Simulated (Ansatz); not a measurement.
## BeTe (model structure, started from the PtS type, P4₂/mmc, No. 131, 4 atoms in the cell): properties by level of theory

```
level (code)         lattice parameter a (Å)  lattice parameter c (Å)  enthalpy of formation (eV/atom)
-------------------  -----------------------  -----------------------  -------------------------------
PBE (Ansatz)                           3.780                      ___                            0.333
PBEsol (Ansatz)                        3.708                    6.829                            0.336
PBE-D3(BJ) (Ansatz)                      ___                      ___                              ___
```

**Question.** Fill in the missing entries.

**Answer.** 
- PBE (Ansatz, a quantum-chemistry and plane-wave program), lattice parameter c (Å): 6.871
- PBE-D3(BJ) (Ansatz), lattice parameter a (Å): 3.675
- PBE-D3(BJ) (Ansatz), lattice parameter c (Å): 6.836
- PBE-D3(BJ) (Ansatz), enthalpy of formation (eV/atom): 0.423

Ansatz's density-functional and Hartree–Fock values are scalar-relativistic unless marked +SOC, with PAW data made under PBE.

Static lattice: no zero-point or thermal effects.

A model structure was made by putting elements into a prototype or built by hand; it is no filed structure, need not be a known phase, and can be a saddle point held by its symmetry.
